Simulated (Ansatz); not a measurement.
**Mg (Im-3m, No. 229, 1 atoms in the cell; start mp-110; another form than the element's usual one)**

Level of theory: PBEsol (PAW; Ansatz, a program for electronic structure).

Numerical settings: plane-wave cutoff 520 eV, 22×22×22 k mesh, Fermi–Dirac smearing 0.05 eV, scalar-relativistic PAW data made under PBE.

Cell (relaxed at this level):

```cif
data_Mg
_chemical_formula_sum 'Mg1'
_space_group_name_H-M_alt 'P 1'
_space_group_IT_number 1
_cell_length_a 3.07999
_cell_length_b 3.07999
_cell_length_c 3.07999
_cell_angle_alpha 109.471
_cell_angle_beta 109.471
_cell_angle_gamma 109.471
loop_
_space_group_symop_operation_xyz
  'x, y, z'
loop_
_atom_site_label
_atom_site_type_symbol
_atom_site_fract_x
_atom_site_fract_y
_atom_site_fract_z
_atom_site_occupancy
Mg1 Mg 0.00000 0.00000 0.00000 1
```

| Property | Result |
|---|---|
| band gap | zero (no gap) |
| bulk modulus B0 | 36.4 GPa |

Note: the relaxation could not lower the start's symmetry, so the cell can be a saddle point above a distorted one; the bulk modulus is −V dP/dV from two relaxed cells at ±2 % in volume.

Static lattice: no zero-point or thermal effects.

A start named mp-… is a Materials Project structure, which need not be a measured phase.
